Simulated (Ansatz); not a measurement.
## Competing hops of interstitial Si in hcp Ru, neutral cell

System: interstitial Si in hcp Ru (neutral cell). Computed with PBE, PAW (plane waves to 420 eV; Ansatz, a quantum-chemistry and plane-wave program).

Cell of 36 host sites held at the relaxed PBE lattice; a 2×2×2 k-point mesh shifted by half a step along c; Fermi-Dirac width 0.10 eV, spin-restricted; finite-size errors left in. No zero-point or tunnelling terms. Sites that were not tried may lie lower.

Barriers: single points on a 4×4×4 k-point mesh shifted by half a step along c at the bands' geometries (they differ from the bands' own by up to 0.20 eV, and are uncertain by about as much).

```csv
Route,Start site over the lowest site run (eV),Hop (Å),Forward barrier (eV),Backward barrier (eV),Neighbours at the start,Neighbours at the saddle,Saddle order,"Forward, on the band's own sampling (eV)"
"a concerted move, in which Si travels most",0.00,2.71,0.88,0.88,6 Ru at 2.17 Å,"2 Ru at 2.04, 4 Ru at 2.39 Å","not checked, on a symmetry element",0.68
a direct jump of one Si atom,0.00,2.14,1.35,1.35,6 Ru at 2.17 Å,3 Ru at 2.01 Å,"not checked, on a symmetry element",1.36
```

Paths come from climbing-image nudged elastic band runs. Of the routes that converged and passed our checks, the lowest saddle point lies 0.88 eV above the lowest of the sites run (a concerted move, in which Si travels most); other sites, such as split forms, and other routes may lie lower. A band can be held on a symmetry element, so unchecked saddle points there may be too high.

The whole set of runs took very roughly 2.0 core-hours.
